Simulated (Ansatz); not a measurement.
## Ta vacancy + H interstitial (bcc Ta host)

Level of theory: PBE, PAW (plane waves to 420 eV; Ansatz, a program for electronic structure). Cell and caveats: 54-site cell; 4×4×4 shifted k-points; start: the Ta site; off centre in the vacancy; no spin–orbit coupling; energies good to tenths of an eV; the relaxation kept the symmetry of the starting site; relaxed from one start, so a lower configuration may exist.

Neighbours after relaxation, in Å: of the emptied site: H 1.44; of the H atom: Ta 1.93, Ta 2.28, Ta 2.28, Ta 2.28, Ta 2.28.

Formation energies E_f are those of the neutral cell. Chemical conditions: impurity bounded by its compound with the host (Δμ(Ta) = 0.00 eV, Δμ(H) = -0.47 eV, bounded by Ta2H (C222); only phases computed here count, gases as isolated molecules at 0 K). Reference phases: H: H2 molecule in a box, Ta: bcc Ta.

```json
[
 {"charge": "0", "moment (μB)": "not spin-polarised", "point group": "C4v", "largest move off a lattice site (Å)": "0.14", "E_f, impurity bounded by its compound with the host (eV)": "2.77"}
]
```

Point groups are those of the whole cell at tolerances of 0.03 and 0.1 Å ("near" where only the looser one holds); none is given for unsettled states.
